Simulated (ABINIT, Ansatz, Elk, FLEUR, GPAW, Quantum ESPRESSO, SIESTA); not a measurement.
Ni₃Hg (Pm-3m, 4 atoms in the cell) computed with different codes at matched settings

Self-consistent single point.

```
CELL_PARAMETERS angstrom
      3.74491     0.00000     0.00000
      0.00000     3.74491     0.00000
      0.00000     0.00000     3.74491
ATOMIC_POSITIONS crystal
  Ni 0.00000 0.50000 0.50000
  Ni 0.50000 0.00000 0.50000
  Ni 0.50000 0.50000 0.00000
  Hg 0.00000 0.00000 0.00000
```
Moments meant for the start (each program seeds them in its own way; μB, in the order of the atoms Ni Ni Ni Hg): 2.0 2.0 2.0 0.0.

All programs got the same cell, k-point mesh and kind of occupations, and the same starting moments (in Ansatz's words: kpoints.mp_grid.grid = 9 9 9; magnetization.spin_polarized = true; scf.occupations.method = fermi_dirac; scf.occupations.width = 0.1 eV); potentials, basis and cutoffs are each program's usual ones.

```csv
code,model,pressure (GPa),size of the net moment (μB/atom),k-points,cutoff
Quantum ESPRESSO,"PBEsol, GBRV 1.5 ultrasoft (PBESOL) pseudopotentials",-7.26,0.27,35,50 Ry
Elk,"PBEsol, all-electron FP-LAPW, Elk's shipped species files, APW+lo basis with extra local orbitals",–,0.24,35,rgkmax 8
Ansatz,"PBEsol, PAW files made with PBE",-7.46,0.24,35,420 eV
ABINIT,"PBEsol, norm-conserving pseudopotentials (PseudoDojo nc-sr-04 PBEsol standard)",-7.51,0.26,35,1333 eV
SIESTA,"GGA PBEsol, numerical atomic orbitals DZP, PseudoDojo PBEsol standard norm-conserving potentials (rewritten from UPF to PSML)",-11.64,0.27,365,grid 400 Ry
FLEUR,"PBEsol, all-electron FLAPW (FLEUR), scalar-relativistic valence",–,0.24,35,Kmax 4.4 1/bohr
GPAW,"PBEsol, GPAW PAW datasets PBEsol (made by gpaw-setup)",-5.72,0.25,35,850 eV
```

A dash marks a value that a program does not give, or that is left out as unsure.

The spread over the programs that give each value: pressure within 5.92 GPa; size of the net moment within 0.03 μB/atom.

The starting cell comes from a database of computed structures (which also holds hypothetical and non-ambient phases and stackings), without a prior relaxation at this level. On Ansatz's run: Spin-orbit coupling is off. The moments shrank to a small part of their start, a low-spin state that need not be the lowest. In the base run, with a pressure of about -7 GPa the cell is away from its equilibrium volume at this level.

Why do the programs differ, and what cannot be compared?

Differences of this kind can come from the potentials, where these differ, and from what each basis and cutoff leave unconverged. The valence holds different numbers of electrons (Quantum ESPRESSO 66, Ansatz (a quantum-chemistry and plane-wave program) 74, ABINIT 74, SIESTA 74, FLEUR 66, GPAW 66). The zero of total energies and Fermi levels follows the potentials and each program's conventions, so they are not compared here. SIESTA uses small atom-centred bases, whose incompleteness enters pressures, forces and empty levels differently from a plane-wave cutoff. Elk and FLEUR treat all electrons, but the usual bases taken here (sphere radii, linearisation, local orbitals, empty states) were not tested for convergence, so the values are no reference for the others. Ansatz's pressure is given at a fixed set of plane waves, as the other plane-wave codes print theirs; with its correction for the finite basis it is -7.39 GPa. Site moments depend on each program's spheres or projections; the total moment of the cell does not. The programs reduce the same mesh by symmetry to different extents, which changes the work and not the result. In the pressure, SIESTA (by 4.29) and GPAW (by 1.64) lie more than 1 GPa from the median of the plane-wave programs.

Keys are those of Ansatz 0.2.
